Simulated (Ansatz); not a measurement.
Base system: InP in the zinc blende structure (space group F-43m, No. 216).

```
CELL_PARAMETERS angstrom
      0.00000     2.95351     2.95351
      2.95351     0.00000     2.95351
      2.95351     2.95351     0.00000
ATOMIC_POSITIONS crystal
  P  0.75000 0.75000 0.75000
  In 0.00000 0.00000 0.00000
```

Levels (all Ansatz, a quantum-chemistry and plane-wave program, PAW): r2SCAN (500 eV, no spin-orbit coupling); HSE06 (420 eV, no spin-orbit coupling).

Its gap is 1.03 eV with r2SCAN and 1.36 eV with HSE06.

Modification: a negative pressure, −1 GPa.

With r2SCAN the gap becomes 0.94 eV.

If the HSE06 correction stayed the same, what would the HSE06 gap be, and what does the HSE06 run give?

A rigid correction of +0.33 eV gives 1.27 eV. The HSE06 run gives 1.27 eV, so the two effects roughly add.

Single points use the geometry relaxed with r2SCAN. Load acts through the strain it causes; cell and atoms are relaxed under it. No phonon test of stability was made.
